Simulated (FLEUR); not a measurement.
FLEUR run on Mg3Zn (P1, 4 atoms in the cell): self-consistent single point.

Method of the run: LDA (Perdew-Zunger), all-electron FLAPW (FLEUR), scalar-relativistic valence run with FLEUR.

The change in words: atoms moved at random. Reference geometry:
```
CELL_PARAMETERS angstrom
      3.10135     0.00000     0.00000
     -1.55068     2.68585     0.00000
      0.00000     0.00000     9.69360
ATOMIC_POSITIONS crystal
  Mg 0.00000 0.00000 0.00000
  Mg 0.66667 0.33333 0.73091
  Mg 0.66667 0.33333 0.26909
  Zn 0.00000 0.00000 0.50000
```

Reference input (self-consistent single point, DFT, LDA (Perdew-Zunger), all-electron FLAPW (FLEUR), scalar-relativistic valence): Kmax = 4 1/bohr; GmaxXC = 14 1/bohr; xcFunctional = pz; jspins = 1; l_soc = F; mode = gauss; fermiSmearingEnergy = 0.00367493 Htr; mesh (inpgen div1-3) = 8 8 3; inpgen gamma flag = true; Gmax = 14 1/bohr; numbands = 0; maxIterBroyd = 15. This run's input differs from it in these lines:

```diff
@@ -10,6 +10,6 @@
 4
-12 0.0000001667 -0.0000001667 0.0000000000
-12 0.6666668333 0.3333331667 0.7309100000
-12 0.6666668333 0.3333331667 0.2690900000
-30 0.0000001667 -0.0000001667 0.5000000000
+12 -0.0046820000 -0.0097740000 -0.0059460000
+12 0.6734640000 0.3179290000 0.7333000000
+12 0.6823260000 0.3648580000 0.2743360000
+30 -0.0177740000 -0.0063480000 0.4983100000
 
@@ -77,3 +77,3 @@
       <atomGroup species="Magnesium (Mg)">
-         <relPos label="                   1">.0000000000 .0000000000 .0000000000</relPos>
+         <relPos label="                   1">-.0046820000 -.0097740000 -.0059460000</relPos>
          <force calculate="T" relaxXYZ="TTT"/>
@@ -81,4 +81,7 @@
       <atomGroup species="Magnesium (Mg)">
-         <relPos label="                   2">-1.000/3.000 1.000/3.000 -.2690900000</relPos>
-         <relPos label="                   3">-1.000/3.000 1.000/3.000 .2690900000</relPos>
+         <relPos label="                   2">-.3265360000 .3179290000 -.2667000000</relPos>
+         <force calculate="T" relaxXYZ="TTT"/>
+      </atomGroup>
+      <atomGroup species="Magnesium (Mg)">
+         <relPos label="                   3">-.3176740000 .3648580000 .2743360000</relPos>
          <force calculate="T" relaxXYZ="TTT"/>
@@ -86,3 +89,3 @@
       <atomGroup species="Zinc (Zn)">
-         <relPos label="                   4">.0000000000 .0000000000 1.000/2.000</relPos>
+         <relPos label="                   4">-.0177740000 -.0063480000 .4983100000</relPos>
          <force calculate="T" relaxXYZ="TTT"/>
```

The program printed (abridged):

```
 Iteration:     1   Distance:       4.97136672 me/bohr^3
 Iteration:     2   Distance:       4.20000929 me/bohr^3
 Iteration:     3   Distance:       2.43850948 me/bohr^3
 Iteration:     4   Distance:       1.41916474 me/bohr^3
 Iteration:     5   Distance:       0.62941521 me/bohr^3
   [... 11 lines left out ...]
 Iteration:    17   Distance:       0.00008432 me/bohr^3
 Iteration:    18   Distance:       0.00006694 me/bohr^3
 Iteration:    19   Distance:       0.00001735 me/bohr^3
 Iteration:    20   Distance:       0.00000581 me/bohr^3
 Reset of history
 Run finished successfully
 Stop message:
   Structural relaxation: new displacements generated

[file out, last iteration]
             iter=     21
[...]
          total density-effective poten   -3.7681336260E+03
          total charge density-energy d   -1.1574236767E+02
 Updated energy parameters for spin:           1
[...]
 fermi energy and band-weighting factors:
    0.659501

[...]
FERMIE:
          first approx. to ef    (T=0)  :   0.164270 htr   (energy of the highest occ. eigenvalue)
          number of occ. states  (T=0)  :       2062
          first approx. to seigv (T=0)  : -41.524358 htr
          sum of weights of occ. states :  21.005208
          sum of semicore charge        :   0.000000 e
          fermi energy=   0.16462 har   work function=  -4.47940 ev
          number of valence electrons=  42.00000
   [... lines left out ...]
          total moment                 =     0.00000
 Direct bandgap for spin            1 :    1.2978292226571569E-002  Htr
   [... lines left out ...]
 -->  3    2.20011  6.09661  0.01698  0.00068    8.31446
 -->  4    0.91758  0.60196  9.87259  0.00747   11.40073
          total charge for spin  1=   42.000000
          interst. charge =       5.658395
          mt charge=              8.310847    8.315575    8.314459   11.400725
          total charge  =   42.000000
               n    l     j    energy       weight
          atom type    1
```

The run converged in 20 iterations. FLEUR gives forces in its relaxation mode, with a further iteration, so its stop message speaks of a relaxation. Against the reference run the total energy goes up by 5.8 meV/atom and the largest force goes from 0.078 to 0.255 eV/Å.

The starting cell comes from a database of computed structures (which also holds hypothetical and non-ambient phases and stackings), without a prior relaxation at this level. For this run, on top of that: atoms moved at random. Values depend on the basis (sphere radii, cutoffs, local orbitals), which need not be converged. The log's line on a gap gives a spacing of levels on this mesh, which the program prints for metals too.

Cost on one core of a shared machine: roughly 10 min.
